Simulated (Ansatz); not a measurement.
The parent structure is B₂O₃ (space group P3_121, No. 152).

```yaml
crystal:
  lattice:
    - [4.34908, 0.00000, 0.00000]
    - [-2.17454, 3.76641, 0.00000]
    - [0.00000, 0.00000, 8.37155]
  atoms:
    - { symbol: B, position: [0.76771, 0.60152, 0.77479] }
    - { symbol: B, position: [0.39848, 0.16618, 0.10813] }
    - { symbol: B, position: [0.83382, 0.23229, 0.44146] }
    - { symbol: B, position: [0.60152, 0.76771, 0.22521] }
    - { symbol: B, position: [0.16618, 0.39848, 0.89187] }
    - { symbol: B, position: [0.23229, 0.83382, 0.55854] }
    - { symbol: O, position: [0.14690, 0.54911, 0.46026] }
    - { symbol: O, position: [0.45089, 0.59779, 0.79360] }
    - { symbol: O, position: [0.40221, 0.85310, 0.12693] }
    - { symbol: O, position: [0.54911, 0.14690, 0.53974] }
    - { symbol: O, position: [0.59779, 0.45089, 0.20640] }
    - { symbol: O, position: [0.85310, 0.40221, 0.87307] }
    - { symbol: O, position: [0.00000, 0.84077, 0.66667] }
    - { symbol: O, position: [0.15923, 0.15923, 0.00000] }
    - { symbol: O, position: [0.84077, 0.00000, 0.33333] }
```

Cartesian axes are those of the cell as printed.

The values are results of PBEsol (Ansatz, an electronic-structure program, PAW, scalar-relativistic without spin-orbit coupling), not measurements.

The change: every lattice vector is stretched by 0.88 %; the atoms relax in the strained cell.

### Question
Predict the stress tensor and what it implies for the stiffness.

### Answer
Stress of the strained cell less that of the base (GPa, compression positive):
```
  -1.70    0.00    0.00
   0.00   -1.70    0.00
   0.00    0.00   -0.46
```

Then B = −ΔP/(ΔV/V₀) with ΔV/V₀ = 0.0266 gives secant stiffness values (nonlinear terms included at this strain): B (at held cell shape, above the free-shape value) ≈ 48 GPa.

No phonon test of stability was made.
